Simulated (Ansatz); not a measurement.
**Fermi-surface data of OsAl (Pm-3m)**

```
AlOs
1.0
    2.99304     0.00000     0.00000
    0.00000     2.99304     0.00000
    0.00000     0.00000     2.99304
Al Os
1 1
Direct
  0.00000   0.00000   0.00000
  0.50000   0.50000   0.50000
```

All values below come from PBEsol with spin-orbit coupling, rigid bands (plane waves, PAW; Ansatz, a first-principles code). Condition of this run: spin-orbit coupling switched on. How the cell was made: cell and atoms relaxed with PBEsol.

```
Quantity                                                          Value
------------------------------------  ---------------------------------
density of states at the Fermi level  1.25 states/(eV·cell), both spins
bare Sommerfeld coefficient                   1.48 mJ/(mol of atoms·K²)
Drude plasma energy                                              7.8 eV
root-mean-square Fermi velocity                               7.1e5 m/s
resistivity times τ                                    8.0 ×10⁻²² Ω·m·s
```

A metal at this level (no band gap); rigid bands, thermally averaged at 300 K, both spins. τ is one relaxation time for all states.

Computed structure with no diffraction record at hand here (it may be known, metastable or hypothetical): OsAl (Pm-3m).
